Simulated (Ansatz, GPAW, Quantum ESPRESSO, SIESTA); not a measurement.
**One structure in several programs: Si2Mo (I4/mmm, 3 atoms in the cell)**

Self-consistent single point.

```
CELL_PARAMETERS angstrom
     -1.62424     1.62424     3.96203
      1.62424    -1.62424     3.96203
      1.62424     1.62424    -3.96203
ATOMIC_POSITIONS crystal
  Si 0.66457 0.66457 0.00000
  Si 0.33543 0.33543 0.00000
  Mo 0.00000 0.00000 0.00000
```

Shared settings, as Ansatz (a first-principles code) writes them: kpoints.mp_grid.grid = 11 11 11; scf.occupations.method = fermi_dirac; scf.occupations.width = 0.1 eV. Potentials and cutoffs stand in the table.

```tsv
code	model	pressure (GPa)	largest force (eV/Å)	cutoff
SIESTA	LDA PW92, numerical atomic orbitals TZP, PseudoDojo LDA standard norm-conserving potentials (rewritten from UPF to PSML)	-13.00	0.163	grid 350 Ry
GPAW	LDA (Perdew-Wang 92), GPAW PAW datasets LDA (gpaw-data 1.0.1)	-12.35	0.101	550 eV
Quantum ESPRESSO	LDA (PZ), GBRV 1.5 ultrasoft (LDA) pseudopotentials	-12.78	0.112	40 Ry
Ansatz	LDA (PW92), default PAW files made with PBE	-12.77	0.115	default
```

On Ansatz's run: spin polarisation is off.

The spread over the programs that give each value: pressure within 0.65 GPa; largest force within 0.062 eV/Å.

SIESTA uses small atom-centred bases, whose incompleteness enters pressures, forces and empty levels differently from a plane-wave cutoff. Ansatz's pressure is given at a fixed set of plane waves, as the other plane-wave codes print theirs; with its correction for the finite basis it is -12.73 GPa. The same LDA comes in different parametrisations, which differ slightly.

The starting cell comes from a database of computed structures (which also holds hypothetical and non-ambient phases and stackings), without a prior relaxation at this level. Its lattice was rescaled by a random factor within 2.5 % of one.

Left out of this page: Elk (not drawn, or without a comparable value).

Keys are those of Ansatz 0.2.
